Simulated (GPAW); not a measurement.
# GPAW run on ScAu4 (I4/m, 5 atoms in the cell): self-consistent single point

Method of the run: LDA (Perdew-Wang 92), GPAW PAW datasets LDA (gpaw-data 1.0.1) (plane waves; GPAW 25.7.0).

Input as run:

```python
from ase import Atoms
from ase.units import GPa
from gpaw import GPAW

atoms = Atoms(['Sc', 'Au', 'Au', 'Au', 'Au'],
              cell=[[-3.271683, 3.271683, 2.012670],
                    [3.271683, -3.271683, 2.012670],
                    [3.271683, 3.271683, -2.012670]],
              positions=[[0.000000, 0.000000, 0.000000],
                         [0.669714, 1.944558, 2.012670],
                         [2.601969, 1.327125, 0.000000],
                         [1.327125, 3.941397, 0.000000],
                         [1.944558, -0.669714, 2.012670]],
              pbc=True)

calc = GPAW(mode={'name': 'pw', 'ecut': 850},
            xc='LDA',
            kpts={'size': (6, 6, 6), 'gamma': True},
            occupations={'name': 'methfessel-paxton', 'width': 0.272, 'order': 0},
            nbands=-9,
            symmetry={'symmorphic': False, 'tolerance': 0.0005},
            maxiter=150,
            txt='-')

atoms.calc = calc

energy = atoms.get_potential_energy()
print('Energy (eV):', round(energy, 6))
forces = atoms.get_forces()
print('Forces (eV/Ang):')
print(forces.round(5))
stress = atoms.get_stress()
print('Stress (GPa, Voigt):', (stress / GPa).round(4))
```

Output (repeated stretches shortened):

```
Input parameters:
  kpts: {gamma: True,
         size: (6, 6, 6)}
  maxiter: 150
  mode: {ecut: 850,
         name: pw}
  nbands: -9
  occupations: {name: methfessel-paxton,
                order: 0,
                width: 0.272}
  symmetry: {symmorphic: False,
             tolerance: 0.0005}

species:
  Sc:
    name: Scandium
    Z: 21.0
    valence: 11
    core: 10
    charge: 0.0
    file: Sc.LDA.gz

    # Using partial waves for Sc as LCAO basis

  Au:
    name: Gold
    Z: 79.0
    valence: 11
    core: 68
    charge: 0.0
    file: Au.LDA.gz

    # Using partial waves for Au as LCAO basis

Reference energy: -2085995.919954  # eV

Spin-paired calculation

Convergence criteria:
 Maximum [total energy] change in last 3 cyles: 0.0005 eV / valence electron
 Maximum integral of absolute [dens]ity change: 0.0001 electrons / valence electron
 Maximum integral of absolute [eigenst]ate change: 4e-08 eV^2 / valence electron
 Maximum number of scf [iter]ations: 150

Symmetries present (total): 8
Symmetries with fractional translations: 0
216 k-points: 6 x 6 x 6 Monkhorst-Pack grid + [1/12,1/12,1/12]
36 k-points in the irreducible part of the Brillouin zone
       k-points in crystal coordinates                weights
   0:     0.00000000    0.00000000    0.00000000          1/216
   1:     0.16666667   -0.16666667    0.00000000          4/216
   2:     0.16666667   -0.16666667    0.16666667          4/216
   [... 7 lines left out ...]
          ...
  35:     0.50000000    0.50000000    0.50000000          1/216

Wave functions: Plane wave expansion
  Cutoff energy: 850.000 eV
  Number of coefficients (min, max): 4789, 4888
  Pulay-stress correction: 0.000000 eV/Ang^3 (de/decut=0.000000)

Occupation numbers: Methfessel-Paxton:
  width: 0.2720  # eV
  order: 0

Eigensolver

Densities:
  Coarse grid: 35*35*35 grid
  Fine grid: 70*70*70 grid
  Total Charge: 0.000000

Density mixing:
  Method: separate
  Backend: pulay
  Linear mixing parameter: 0.05
  old densities: 5
  Damping of long wavelength oscillations: 50

Hamiltonian:
  XC and Coulomb potentials evaluated on a 70*70*70 grid
  External potential:
    NoExternalPotential

Number of atoms: 5
Number of atomic orbitals: 49
Number of bands in calculation: 36
Number of valence electrons: 55
Bands to converge: occupied

Density initialized from atomic densities
  36 bands from LCAO basis set

Atomic positions and initial magnetic moments

Positions:
   0 Sc     0.000000    0.000000    0.000000    ( 0.0000,  0.0000,  0.0000)
   1 Au     0.669714    1.944558    2.012670    ( 0.0000,  0.0000,  0.0000)
   2 Au     2.601969    1.327125    0.000000    ( 0.0000,  0.0000,  0.0000)
   3 Au     1.327125    3.941397    0.000000    ( 0.0000,  0.0000,  0.0000)
   4 Au     1.944558   -0.669714    2.012670    ( 0.0000,  0.0000,  0.0000)

Unit cell:
           periodic     x           y           z      points  spacing
  1. axis:    yes   -3.271683    3.271683    2.012670    35     0.0980
  2. axis:    yes    3.271683   -3.271683    2.012670    35     0.0980
  3. axis:    yes    3.271683    3.271683   -2.012670    35     0.1322

  Lengths:   5.045658   5.045658   5.045658
  Angles:   99.155499  99.155499 132.982199

Effective grid spacing dv^(1/3) = 0.1262

     iter     time        total  log10-change:
                         energy   eigst   dens
iter:   1 --:--:--   -29.247776
iter:   2 --:--:--   -28.224764   -0.86  -1.21
iter:   3 --:--:--   -26.347763   -0.94  -1.26
iter:   4 --:--:--   -26.086469   -1.46  -1.56
iter:   5 --:--:--   -25.865836   -1.66  -1.74
iter:   6 --:--:--   -25.851686   -2.28  -2.13
iter:   7 --:--:--   -25.845315c  -2.51  -2.24
iter:   8 --:--:--   -25.838880c  -2.64  -2.51
iter:   9 --:--:--   -25.835407c  -3.77  -2.58
iter:  10 --:--:--   -25.830507c  -3.43  -2.74
iter:  11 --:--:--   -25.830097c  -3.86  -3.04
iter:  12 --:--:--   -25.830163c  -4.75  -3.46
   [... 5 lines left out ...]
iter:  18 --:--:--   -25.830105c  -5.72  -3.53
iter:  19 --:--:--   -25.830104c  -5.42  -3.58
iter:  20 --:--:--   -25.830097c  -6.47  -3.64
iter:  21 --:--:--   -25.830095c  -5.24  -3.72
iter:  22 --:--:--   -25.830088c  -5.65  -3.78
iter:  23 --:--:--   -25.830086c  -6.56  -4.17c
iter:  24 --:--:--   -25.830082c  -6.29  -4.23c
iter:  25 --:--:--   -25.830081c  -6.92  -4.31c
iter:  26 --:--:--   -25.830084c  -6.67  -4.59c
iter:  27 --:--:--   -25.830081c  -6.82  -4.56c
iter:  28 --:--:--   -25.830081c  -8.08c -4.78c

Converged after 28 iterations.

Dipole moment: (0.000000, 0.000000, -0.000000) |e|*Ang

Energy contributions relative to reference atoms: (reference = -2085995.919954)

Kinetic:        -47.333543
Potential:      +39.024862
External:        +0.000000
XC:             -18.415951
Entropy (-ST):   -0.064064
Local:           +0.926582
SIC:             +0.000000
--------------------------
Free energy:    -25.862113
Extrapolated:   -25.830081

Showing only first 2 kpts
 Kpt  Band  Eigenvalues  Occupancy
  0    25      7.53211    2.00000
  0    26     10.09047    0.00532
  0    27     11.18402    0.00000
  0    28     11.19807    0.00000

  1    25      7.44423    2.00000
  1    26      9.51353    1.16851
  1    27     10.94350    0.00000
  1    28     11.35207    0.00000

Fermi level: 9.55446

No gap
No difference between direct/indirect transitions
Energy (eV): -25.830081

Forces in eV/Ang:
  0 Sc    0.00000    0.00000    0.00000
  1 Au   -0.01825   -0.00748    0.00000
  2 Au    0.01825    0.00748    0.00000
  3 Au    0.00748   -0.01825    0.00000
  4 Au   -0.00748    0.01825    0.00000

Stress tensor:
     0.016872     0.000000     0.000000
     0.000000     0.016872     0.000000
     0.000000     0.000000     0.016461
Stress (GPa, Voigt): [2.7031 2.7031 2.6373 0.     0.     0.    ]
```

The run converged in 28 iterations. GPAW prints stress with tension positive.

The starting cell comes from a database of computed structures (which also holds hypothetical and non-ambient phases and stackings), without a prior relaxation at this level. Its lattice was rescaled by a random factor within 2.5 % of one. Spin-orbit coupling is off.

Cost on one core of a shared machine: roughly 5 min.
